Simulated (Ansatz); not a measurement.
**A computed series for C: response to strain**

Take C in the graphite type structure (space group P6_3/mmc, No. 194; a = 2.4650 Å, c = 6.7289 Å; layered, stacked along the Cartesian z axis) as the base.

Strains are applied to the cell and any free atomic positions relax.

Calculations: PBE-D3(BJ) (Ansatz, an electronic-structure program, PAW, no SOC), earlier PAW set.

Notes on the quantities. energy relative to the base: free energy F.

```json
[
 {"isotropic strain (%)": "-5.16", "energy relative to the base (meV/atom)": "224.2"},
 {"isotropic strain (%)": "-2.67", "energy relative to the base (meV/atom)": "56.6"},
 {"isotropic strain (%)": "-1.35", "energy relative to the base (meV/atom)": "?"},
 {"isotropic strain (%)": "0", "energy relative to the base (meV/atom)": "0.0"},
 {"isotropic strain (%)": "1.62", "energy relative to the base (meV/atom)": "18.2"},
 {"isotropic strain (%)": "1.91", "energy relative to the base (meV/atom)": "25.1"}
]
```

### Question
Fit ΔE = Aε² + Bε³ (ε in %) to the rows shown and predict the withheld row.

### Answer
Least squares on the printed values gives A = 7.33 and B = -0.21 meV/atom (largest residual 0.3 meV/atom); this predicts 13.9 meV/atom, and the run gives 13.9 meV/atom, in agreement.

The mesh was chosen for an insulator and is coarse for the gapless case. No phonon test of stability was made.
